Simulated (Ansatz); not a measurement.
The structure below was relaxed with PBEsol/PAW in Ansatz (a program for electronic structure), without spin-orbit coupling, at pressure 15 GPa.

Space group Fm-3m (No. 225); a = 4.524 Å, b = 4.524 Å, c = 4.524 Å, α = 90.00°, β = 90.00°, γ = 90.00°

```csv
atom,site,symmetry,x,y,z
Hf,4a,m-3m,0.0000,0.0000,0.0000
C,4b,m-3m,0.5000,0.5000,0.5000
```

Q: Write out a cell with all atoms.

A: 
```xyz
8
Lattice="4.5244 0.0000 0.0000 0.0000 4.5244 0.0000 0.0000 0.0000 4.5244" Properties=species:S:1:pos:R:3 pbc="T T T"
Hf     0.0000     0.0000     0.0000
C      2.2622     0.0000     0.0000
Hf     0.0000     2.2622     2.2622
C      2.2622     2.2622     2.2622
Hf     2.2622     0.0000     2.2622
C      0.0000     0.0000     2.2622
Hf     2.2622     2.2622     0.0000
C      0.0000     2.2622     0.0000
```
This is the conventional cell.

Load acts through the strain it causes; cell and atoms are relaxed under it. No phonon test of stability was made. Competing high-pressure phases were not computed. The final runs are not spin-polarised. The cell was made from HfC in the rock salt structure (space group Fm-3m, No. 225) by this change: pressure 15 GPa.
